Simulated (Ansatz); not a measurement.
We consider SrO (P6₃/mmc, No. 194, 4 atoms in the cell; start mp-754824; a measured phase of this formula has another space group), described by PBE0 in Ansatz (plane waves, PAW).

Settings: plane-wave cutoff 460 eV, 9×9×6 k mesh (along the axes of the cell as run), Fermi–Dirac smearing 0.01 eV, scalar-relativistic PAW data made under PBE.

Cell (relaxed with PBEsol):

```cif
data_O2Sr2
_chemical_formula_sum 'Sr2 O2'
_space_group_name_H-M_alt 'P63/mmc'
_space_group_IT_number 194
_space_group_name_Hall '-P 6c 2c'
_cell_length_a 4.23580
_cell_length_b 4.23580
_cell_length_c 5.10897
_cell_angle_alpha 90.000
_cell_angle_beta 90.000
_cell_angle_gamma 120.000
loop_
_atom_site_label
_atom_site_type_symbol
_atom_site_symmetry_multiplicity
_atom_site_Wyckoff_symbol
_atom_site_fract_x
_atom_site_fract_y
_atom_site_fract_z
_atom_site_occupancy
Sr1 Sr 2 d 0.66667 0.33333 0.25000 1
O1 O 2 c 0.33333 0.66667 0.25000 1
```

Question: Estimate the band gap that the calculation returns.

Answer: 
- band gap = 4.79 eV (on the SCF k mesh)

Note: cell and atoms aren't relaxed at this level (pressure 1.4 GPa).

Spin–orbit coupling is not included.

Computing time: around 6 core-minutes (rough).

A start named mp-… is a Materials Project structure, which need not be a measured phase.

Ansatz is a quantum-chemistry and plane-wave program.
